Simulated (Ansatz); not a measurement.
Tb in the hcp (Mg type) structure (space group P6_3/mmc, No. 194; ferromagnetic)

```
Tb
1.0
    3.46279     0.00000     0.00000
   -1.73139     2.99886     0.00000
    0.00000     0.00000     5.56110
Tb
2
Direct
  0.33333   0.66667   0.75000
  0.66667   0.33333   0.25000
```

Method: Ansatz (an electronic-structure program), PBEsol, PAW, cutoff 420 eV, without spin-orbit coupling. Settings: 15×15×9 k-points, 0.05 eV Fermi–Dirac smearing.

| Item | Value |
|---|---|
| Volume per atom | 28.87 Å³ |
| Density | 9.14 g/cm³ |
| Magnetic state | ferromagnetic |
| Total energy | -9837.111 eV/atom (σ→0; compares only within this code and set-up) |

Other magnetic orders, which the real material may have, were not ruled out. The 4f electrons are in the valence with no U and their state was not checked, so volumes and moments can be off. Stability against distortions was not tested.
